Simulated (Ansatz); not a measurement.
**AlRu with two functionals, Al vacancy**

Base system: an 8-atom supercell of AlRu in the CsCl type structure (space group Pm-3m, No. 221; a = 3.004 Å) at its relaxed geometry.

(Cell as relaxed with PBE.)

Levels (all Ansatz, a quantum-chemistry and plane-wave program, PAW, earlier PAW set): PBE (420 eV, without spin-orbit coupling); r2SCAN (500 eV, spin-orbit coupling left out).

Each level relaxes its own structure.

It is then changed as follows: one Al atom is removed, atoms relaxed at fixed cell, starting from a slightly rattled geometry.

```json
[
 {"quantity": "largest displacement of a host atom from its site in the perfect cell", "PBE": "0.31 Å", "r2SCAN": "0.31 Å"},
 {"quantity": "pressure", "PBE": "-10.0 GPa", "r2SCAN": "-11.1 GPa"}
]
```

PBE's pressure lies 1.1 GPa above r2SCAN's; the two agree on the largest displacement of a host atom from its site in the perfect cell. Neither level is exact; r2SCAN is the comparison here, not a measurement.

The cell is small, so the values are those of an ordered compound at a high defect concentration; dilute-limit values will differ. The final runs are not spin-polarised.
